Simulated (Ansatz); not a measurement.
The reference is SrTiO$_{3}$ in the cubic perovskite structure (space group Pm-3m, No. 221; a = 3.891 Å).

Method: PBEsol (Ansatz, an electronic-structure program; PAW; 420 eV plane waves; no spin-orbit coupling).

For the base:

```
Item                               Result
-----------------------------  ----------
Smallest direct gap               2.19 eV
Width of the top valence band     1.05 eV
Density                        5.17 g/cm³
```

Now apply this change: cell and atoms relaxed at a pressure of 15 GPa.

**Question.** What does the calculation give for the smallest direct gap after the change?

**Answer.** The smallest direct gap grows by 0.062 eV to 2.26 eV.

**Question.** What does the calculation give for the width of the top valence band after the change?

**Answer.** The width of the top valence band goes up by 0.09 eV, from 1.05 eV to 1.14 eV.

**Question.** Estimate the effect on the density.

**Answer.** The density goes up by 0.37 g/cm³ to 5.54 g/cm³.

Load acts through the strain it causes; cell and atoms are relaxed under it. Stability against distortions was not tested. Competing high-pressure phases were not computed. All final runs are without spin polarisation. Many cubic perovskites are stable only at high temperature; tilts and polar distortions were not tested.
